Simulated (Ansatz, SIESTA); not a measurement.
**One structure in several programs: ZrMnF6 (Fm-3m, 8 atoms in the cell)**

Relaxation of cell and atoms.

```xyz
8
Lattice="0.0000 4.1356 4.1356 4.1356 0.0000 4.1356 4.1356 4.1356 0.0000" Properties=species:S:1:pos:R:3 pbc="T T T"
Zr     4.1356     4.1356     4.1356
Mn     0.0000     0.0000     0.0000
F      2.1092     4.1356     4.1356
F      6.1620     4.1356     4.1356
F      4.1356     2.1092     4.1356
F      4.1356     6.1620     4.1356
F      4.1356     4.1356     2.1092
F      4.1356     4.1356     6.1620
```
Moments meant for the start (each program seeds them in its own way; μB, in the order of the atoms Zr Mn F F F F F F): 0.0 4.0 0.0 0.0 0.0 0.0 0.0 0.0.

Shared settings, as Ansatz (an electronic-structure program) writes them: kpoints.mp_grid.grid = 4 4 4; scf.occupations.method = fermi_dirac; scf.occupations.width = 0.02 eV. Potentials and cutoffs stand in the table.

```json
[
 {"code": "SIESTA", "model": "GGA PBEsol, numerical atomic orbitals DZP, PseudoDojo PBEsol standard norm-conserving potentials (rewritten from UPF to PSML)", "final volume (Å³/atom)": "16.72", "gap on the mesh (eV)": "2.112", "size of the net moment (μB/atom)": "0.62", "cutoff": "grid 400 Ry"},
 {"code": "Ansatz", "model": "PBEsol, PAW files made with PBE", "final volume (Å³/atom)": "17.30", "gap on the mesh (eV)": "2.386", "size of the net moment (μB/atom)": "0.62", "cutoff": "420 eV"}
]
```

Gaps are read on the mesh.

On Ansatz's run: with one magnetic atom in the cell only a parallel order is possible.

The spread over the programs that give each value: final volume within 0.58 Å³/atom; gap on the mesh within 0.274 eV; size of the net moment within 0.00 μB/atom.

SIESTA uses small atom-centred bases, whose incompleteness enters pressures, forces and empty levels differently from a plane-wave cutoff. The programs treat the finite-basis stress differently while the cell relaxes: Ansatz adds an estimate of it.

The starting cell comes from a database of computed structures (which also holds hypothetical and non-ambient phases and stackings), without a prior relaxation at this level. Its lattice was rescaled by a random factor within 2.5 % of one.

Keys are those of Ansatz 0.2.
